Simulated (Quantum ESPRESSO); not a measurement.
Input and output of a self-consistent single point for MgReO4 (Cmmm, 6 atoms in the cell) (Quantum ESPRESSO).

Level of theory: PBEsol, GBRV 1.5 ultrasoft (PBESOL) pseudopotentials (plane waves; Quantum ESPRESSO).

```xyz
6
Lattice="3.2616 3.3636 0.0000 -3.2616 3.3636 0.0000 0.0000 0.0000 3.1036" Properties=species:S:1:pos:R:3 pbc="T T T"
Mg     0.0000     0.0000     0.0000
Re    -3.2616     0.0000    -1.5518
O     -1.4140     0.0000    -1.5518
O     -5.1091     0.0000    -1.5518
O     -3.2616    -1.2648     0.0000
O     -3.2616     1.2648     0.0000
```
Moments meant for the start (each program seeds them in its own way; μB, in the order of the atoms Mg Re O O O O): 0.0 1.0 0.0 0.0 0.0 0.0.

Reference input (self-consistent single point, DFT, PBEsol, plane waves, GBRV 1.5 ultrasoft (PBESOL) pseudopotentials): ecutwfc = 40 Ry; ecutrho = 320 Ry; occupations = smearing; smearing = fd; degauss = 0.0073499 Ry; nspin = 2; K_POINTS = automatic 3 3 6 0 0 0; conv_thr = 1e-09 Ry; mixing_beta = 0.3. This run's input differs from it in these lines:

```diff
@@ -18,4 +18,4 @@
     occupations = 'smearing',
-    smearing = 'fd',
-    degauss = 0.0073499,
+    smearing = 'gauss',
+    degauss = 0.0036749,
     nspin = 2,
```

Output, abridged:

```
     Self-consistent Calculation

     iteration #  1     ecut=    40.00 Ry     beta= 0.30

     negative rho (up, down):  7.661E-02 7.093E-02

     total energy              =    -444.16446093 Ry
     estimated scf accuracy    <       2.24552679 Ry

     total magnetization       =     0.21 Bohr mag/cell
     absolute magnetization    =     0.28 Bohr mag/cell

     iteration #  2     ecut=    40.00 Ry     beta= 0.30

     negative rho (up, down):  7.453E-02 7.124E-02

     total energy              =    -444.60350623 Ry
     estimated scf accuracy    <       0.47615294 Ry

     total magnetization       =     0.33 Bohr mag/cell
   [... lines left out ...]

     negative rho (up, down):  7.228E-02 7.980E-02

     total energy              =    -444.67839229 Ry
     estimated scf accuracy    <       0.00018306 Ry

     total magnetization       =     0.77 Bohr mag/cell
     absolute magnetization    =     0.85 Bohr mag/cell

     iteration #100     ecut=    40.00 Ry     beta= 0.30

     negative rho (up, down):  7.166E-02 8.039E-02

     total energy              =    -444.67974492 Ry
     estimated scf accuracy    <       0.00061799 Ry

     total magnetization       =     0.67 Bohr mag/cell
     absolute magnetization    =     0.73 Bohr mag/cell
     End of self-consistent calculation

     convergence NOT achieved after 100 iterations: stopping

   JOB DONE.
```

The run ended unconverged after 100 iterations. 

The starting cell comes from a database of computed structures (which also holds hypothetical and non-ambient phases and stackings), without a prior relaxation at this level.

Cost on one core of a shared machine: roughly 7 min.
